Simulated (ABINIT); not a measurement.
# Equation of state of rock-salt CaS (space group 225): energy against volume (ABINIT, LDA)

```yaml
crystal:
  lattice:
    - [0.00000, 2.73435, 2.73435]
    - [2.73435, 0.00000, 2.73435]
    - [2.73435, 2.73435, 0.00000]
  atoms:
    - { symbol: Ca, position: [0.00000, 0.00000, 0.00000] }
    - { symbol: S, position: [0.50000, 0.50000, 0.50000] }
```

Level of theory: LDA (PW92), norm-conserving pseudopotentials (PseudoDojo nc-sr-04 LDA standard) (plane waves; ABINIT). Settings: pseudos = [Ca.upf, S.upf]; ecut = 47 Ha; occopt = 3; tsmear = 0.01 eV; ngkpt = 10 10 10; nshiftk = 1; shiftk = 0 0 0; potentials = PseudoDojo nc-sr-04 LDA standard; nband = 13; kptopt = 1; nstep = 60; toldfe = 1e-09 Ha. The cell above is the first row's. The rows scale it uniformly. In all rows fractional positions and the k mesh are held. E is the free energy at the stated smearing, counted from the lowest row.

| V (Å^3/atom) | E (meV/atom) |
|---|---|
| 20.444 | 11.81 |
| 20.888 | 3.66 |
| 21.333 | 0.00 |
| 21.777 | 0.39 |
| 22.222 | 4.42 |
| 22.666 | 11.71 |
| 23.110 | 21.95 |
| 23.555 | 34.83 |
| 23.999 | ? |

Q: Fit E against V with the third-order Birch-Murnaghan form, a cubic in V^(-2/3), and predict the withheld value at V = 23.999.

A: With u = V^(-2/3) - 0.128, the rows have u = 0.005749, 0.003847, 0.002007, 0.000233, -0.001484, -0.003142, -0.004746, -0.006304. Least squares gives E = 0.728 - 1587.8·u + 609090·u² + 426223·u³. Residuals (row less fit): -0.002, 0.002, 0.002, -0.001, -0.004, -0.007, 0.012, -0.006; standard error 0.008 (degrees of freedom: 4). Its minimum lies at u = 0.001302, so V0 = (0.129302)^(-3/2) = 21.51. There d²E/du² = 1222000 and d³E/du³ = 2557000, so B0 = (4/9) × 21.51^(-7/3) × 1222000 × 0.160218 = 67.6 GPa (the last factor turns the table's units into GPa), and B0' = 4 + (2/3) × 0.129302 × (2557000)/1222000 = 4.2. The program's pressures in the fitted runs (not shown) pass through zero at V = 21.51, 0.00 % from this V0. At the withheld row, u = -0.007809, so E = 0.728 - 1587.8 × (-0.007809) + 609090 × (-0.007809)² + 426223 × (-0.007809)³ = 50.067 meV/atom. The calculation gives 50.08 meV/atom, 0.013 meV/atom above the prediction (under 0.05 % of the range of E in the table). The row lies outside the fitted rows, so this is an extrapolation. From the scatter of the fitted rows alone, a prediction at this place has a standard error of 0.020 meV/atom, so the miss is 0.7 times that.

Carrying the step between the two nearest rows on in a straight line would have given 47.68, off by 2.40; series whose last step already gives the withheld value aren't shown. The scan was laid around a cell of about the measured size, scaled by a guess for this functional. The runs keep the symmetry of the cell, so they don't test it for distortions. Cutoffs and mesh are single choices, not tested for convergence of this quantity. Series with a scatter that would blur these digits, or in which a gap closes, are not shown. Nor are scans whose minimum lies at an end fitted in this form.
